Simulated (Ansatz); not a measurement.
**GaN, pressure series**

The reference is GaN in the zinc blende structure (space group F-43m, No. 216; a = 4.498 Å).

Cell and atoms are relaxed at each pressure.

The values are results of PBEsol (Ansatz, a program for electronic structure), spin-orbit coupling left out, not measurements.

Candidates:
(a) pressure 30 GPa
(b) pressure −1 GPa
(c) pressure 9 GPa
(d) pressure 15 GPa

Base values:

```
Quantity    Value
--------  -------
Band gap  1.70 eV
```

**Question.** Order them by band gap, highest first.

**Answer.** (a) pressure 30 GPa (2.47 eV), (d) pressure 15 GPa (2.14 eV), (c) pressure 9 GPa (1.98 eV), (b) pressure −1 GPa (1.67 eV)

Load acts through the strain it causes; cell and atoms are relaxed under it. No phonon test of stability was made. Tetrahedral semiconductors of this kind turn to denser phases somewhere between about 1 and 50 GPa; those were not computed, so compressed cells here can lie past the real transition. This is not the structure that GaN has at room temperature and ambient pressure.
